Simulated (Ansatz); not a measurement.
The starting structures come from a database of crystals and need not be the phases stable at ambient conditions.

Tunnelling through a barrier is set by its complex band structure: the current falls as exp(−2κd) with the smallest κ.

Input:

```xyz
20
Lattice="5.4213 0.0000 0.0000 -1.5123 6.6073 0.0000 1.5123 -0.2656 6.6020" Properties=species:S:1:pos:R:3 pbc="T T T"
Na     4.0660     1.9042     1.9823
Na     1.3553     4.4376     4.6197
Sc     4.0660     5.6722     5.9050
Sc     1.3553     0.6695     0.6970
Si     4.6714     2.2801     5.2569
Si     0.7499     4.0616     1.3451
Si     3.4606     5.1610     2.4896
Si     1.9608     1.1807     4.1124
O      3.2980     2.1601     4.3230
O      2.1233     4.1817     2.2790
O      4.8340     4.2327     2.3321
O      0.5873     2.1091     4.2699
O      4.7807     3.7770     5.8522
O      0.6406     2.5647     0.7498
O      3.3513     5.6957     4.0092
O      2.0700     0.6461     2.5928
O      1.9436     0.0471     5.3013
O      3.4777     6.2946     1.3007
O      0.7671     5.2952     0.2602
O      4.6543     1.0466     6.3418
```

Space group of this cell: C2/c. The cell is taken as given; by PBEsol its mean pressure is -4.2 GPa.

Transport runs along the normal of the first two printed cell vectors.

The gap is the functional's own. No spin-orbit coupling. Mid-gap values are interpolated on the energy grid.

### Question
Compute, with Ansatz (a program for electronic structure) with PBEsol, the band gap and the smallest decay constant κ at mid-gap.

### Answer
Gap 4.93 eV on a 6×6×6 mesh; κ = 0.411 1/Å, at the zone centre.
